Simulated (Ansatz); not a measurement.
System: SiO2 (Cmc2₁, No. 36, 36 atoms in the cell; start mp-16964; a measured phase of this formula has another space group). Method: r²SCAN+rVV10 (Ansatz, a quantum-chemistry and plane-wave program, PAW).

Input file:

Ansatz 0.2 input:
```yaml
crystal:
  lattice:
    - [6.9147225073, -8.6682235479, 0.0]
    - [6.9147225073, 8.6682235479, 0.0]
    - [0.0, 0.0, 4.9708908347]
  atoms:
    - { symbol: Si, position: [0.4165977106, 0.9940036214, 0.4893834654] }
    - { symbol: Si, position: [0.5834022894, 0.0059963786, -0.0106165346] }
    - { symbol: Si, position: [0.0059963786, 0.5834022894, 0.4893834654] }
    - { symbol: Si, position: [0.9940036214, 0.4165977106, -0.0106165346] }
    - { symbol: Si, position: [0.6587582161, 0.7550465698, 0.0907757442] }
    - { symbol: Si, position: [0.3412417839, 0.2449534302, 0.5907757442] }
    - { symbol: Si, position: [0.2449534302, 0.3412417839, 0.0907757442] }
    - { symbol: Si, position: [0.7550465698, 0.6587582161, 0.5907757442] }
    - { symbol: Si, position: [0.2762850324, 0.7237149676, 0.6223169171] }
    - { symbol: Si, position: [0.7237149676, 0.2762850324, 0.1223169171] }
    - { symbol: Si, position: [0.3796136563, 0.6203863437, 0.1211099245] }
    - { symbol: Si, position: [0.6203863437, 0.3796136563, 0.6211099245] }
    - { symbol: O, position: [0.3478144369, 0.1067319646, 0.5076851206] }
    - { symbol: O, position: [0.6521855631, 0.8932680354, 0.0076851206] }
    - { symbol: O, position: [0.8932680354, 0.6521855631, 0.5076851206] }
    - { symbol: O, position: [0.1067319646, 0.3478144369, 0.0076851206] }
    - { symbol: O, position: [0.5250104464, 0.6625859329, 0.0587309712] }
    - { symbol: O, position: [0.4749895536, 0.3374140671, 0.5587309712] }
    - { symbol: O, position: [0.3374140671, 0.4749895536, 0.0587309712] }
    - { symbol: O, position: [0.6625859329, 0.5250104464, 0.5587309712] }
    - { symbol: O, position: [0.303821255, 0.696178745, 0.9322651254] }
    - { symbol: O, position: [0.696178745, 0.303821255, 0.4322651254] }
    - { symbol: O, position: [0.3183618924, 0.8696146771, 0.5677416172] }
    - { symbol: O, position: [0.6816381076, 0.1303853229, 0.0677416172] }
    - { symbol: O, position: [0.1303853229, 0.6816381076, 0.5677416172] }
    - { symbol: O, position: [0.8696146771, 0.3183618924, 0.0677416172] }
    - { symbol: O, position: [0.647804614, 0.352195386, 0.9320229027] }
    - { symbol: O, position: [0.352195386, 0.647804614, 0.4320229027] }
    - { symbol: O, position: [0.9820327896, 0.4644027638, 0.6860759771] }
    - { symbol: O, position: [0.0179672104, 0.5355972362, 0.1860759771] }
    - { symbol: O, position: [0.5355972362, 0.0179672104, 0.6860759771] }
    - { symbol: O, position: [0.4644027638, 0.9820327896, 0.1860759771] }
    - { symbol: O, position: [0.7549121024, 0.7065158731, 0.8971396694] }
    - { symbol: O, position: [0.2450878976, 0.2934841269, 0.3971396694] }
    - { symbol: O, position: [0.2934841269, 0.2450878976, 0.8971396694] }
    - { symbol: O, position: [0.7065158731, 0.7549121024, 0.3971396694] }
basis:
  ecutwfc: 560
  ecutrho_ratio: 4
  xc_grid: 3
kpoints:
  mp_grid: { grid: [4, 4, 6] }
  band_path:
    path:
      - [0.0, 0.0, 0.0]
      - [0.166667, -0.166667, 0.0]
      - [0.333333, -0.333333, 0.0]
      - [0.5, -0.5, 0.0]
      - [0.590915, -0.409085, 0.0]
      - [0.409085, 0.409085, 0.0]
      - [0.272723, 0.272723, 0.0]
      - [0.136362, 0.136362, 0.0]
      - [0.0, 0.0, -0.083333]
      - [0.0, 0.0, -0.166667]
      - [0.0, 0.0, -0.25]
      - [0.0, 0.0, -0.333333]
      - [0.0, 0.0, -0.416667]
      - [0.0, 0.0, -0.5]
      - [0.136362, 0.136362, -0.5]
      - [0.272723, 0.272723, -0.5]
      - [0.409085, 0.409085, -0.5]
      - [0.590915, -0.409085, -0.5]
      - [0.5, -0.5, -0.5]
      - [0.5, -0.5, -0.416667]
      - [0.5, -0.5, -0.333333]
      - [0.5, -0.5, -0.25]
      - [0.5, -0.5, -0.166667]
      - [0.5, -0.5, -0.083333]
      - [0.25, 0.0, 0.0]
      - [0.5, 0.0, 0.0]
      - [0.5, 0.0, -0.083333]
      - [0.5, 0.0, -0.166667]
      - [0.5, 0.0, -0.25]
      - [0.5, 0.0, -0.333333]
      - [0.5, 0.0, -0.416667]
      - [0.5, 0.0, -0.5]
      - [0.25, 0.0, -0.5]
      - [0.166667, -0.166667, -0.5]
      - [0.333333, -0.333333, -0.5]
    npoints: 1
hamiltonian:
  xc: r2scan
  dispersion: rvv10
  pseudopotentials: { kind: paw }
scf:
  occupations: { method: fermi_dirac, width: 0.01 }
  convergence: { dr2_threshold: 0.0000000036 }
output:
  forces: true
  stress: true
  eigenvalues: true
  write_bands: true
```

The run printed, among other lines:

```
Crystal: 36 atoms, lattice volume = 595.894 Å³
Basis set: ecut = 560 eV, 17993 PW (Γ), exchange–correlation on 270×270×120 points (27 copies of the dense FFT grid, shifted against one another)
Bands: 132, of which v1, the nominal top of the filled ones, is band 96 counted from 1 (95 counted from 0)
Symmetry: 4 space group operations
Space group: Cmc21 (ITA 36), of the structure as read, at distance tolerance 8.4e-5 Å
k-points: 28 of 96 (time reversal used)
Functional: x = r2scan, c = r2scan + rvv10(b = 11.95, C = 0.0093); τ floored in thin density (d = 2e-4 eV/Å³)
SCF iter   1: F=—  HF=-21346.320808 eV  |F-HF|=—  |Δ(HF+E_count)|=         —  Δρ=5.94e-3  dr2=1.98e-1  dr2_τ=3.10e0
SCF iter   2: F=—  HF=-21347.351263 eV  |F-HF|=—  |Δ(HF+E_count)|=    1.03e0  Δρ=4.09e-3  dr2=6.39e-2  dr2_τ=4.36e-3
  ...
SCF iter   8: F=—  HF=-21347.345242 eV  |F-HF|=—  |Δ(HF+E_count)|=   1.11e-7  Δρ=3.45e-6  dr2=5.99e-8  dr2_τ=5.26e-9
SCF iter   9: F=-21347.345242 eV  HF=-21347.345242 eV  |F-HF|=8.44e-10  |Δ(HF+E_count)|=   9.21e-9  Δρ=4.24e-7  dr2=8.91e-10  dr2_τ=2.20e-10
SCF 1 converged in 9 iterations: F = -21347.345242 eV  dr2 = 8.91e-10
SCF converged after 9 iterations
Free energy (F): -21347.345242 eV
  ...
  atom  12  Si     0.00000000     0.00023618     0.00028311
  atom  13  O     -0.00019802    -0.00005096    -0.00011510
  atom  14  O      0.00019802     0.00005096    -0.00011510
  atom  15  O      0.00019802    -0.00005096    -0.00011510
  atom  16  O     -0.00019802     0.00005096    -0.00011510
  atom  17  O      0.00067479    -0.00002433     0.00004809
  atom  18  O     -0.00067479     0.00002433     0.00004809
  atom  19  O     -0.00067479    -0.00002433     0.00004809
  atom  20  O      0.00067479     0.00002433     0.00004809
  atom  21  O     -0.00000000     0.00067033    -0.00038672
  atom  22  O     -0.00000000    -0.00067033    -0.00038672
  atom  23  O      0.00047126     0.00035503    -0.00011612
  atom  24  O     -0.00047126    -0.00035503    -0.00011612
  atom  25  O     -0.00047126     0.00035503    -0.00011612
  atom  26  O      0.00047126    -0.00035503    -0.00011612
  atom  27  O      0.00000000    -0.00006753     0.00005801
  atom  28  O      0.00000000     0.00006753     0.00005801
  atom  29  O     -0.00033799    -0.00044014    -0.00007020
  atom  30  O      0.00033799     0.00044014    -0.00007020
  atom  31  O      0.00033799    -0.00044014    -0.00007020
  atom  32  O     -0.00033799     0.00044014    -0.00007020
  atom  33  O      0.00049897    -0.00000348     0.00044662
  atom  34  O     -0.00049897     0.00000348     0.00044662
  atom  35  O     -0.00049897    -0.00000348     0.00044662
  atom  36  O      0.00049897     0.00000348     0.00044662
--- Stress (GPa, compression-positive) ---
       -0.002330       0.000000       0.000000
        0.000000       0.000620       0.000000
        0.000000       0.000000      -0.003271
  P = ⅓ Tr σ = -0.0017 GPa (-0.017 kbar)
```

The PAW data were made under PBE.

A start named mp-… is a Materials Project structure, which need not be a measured phase.
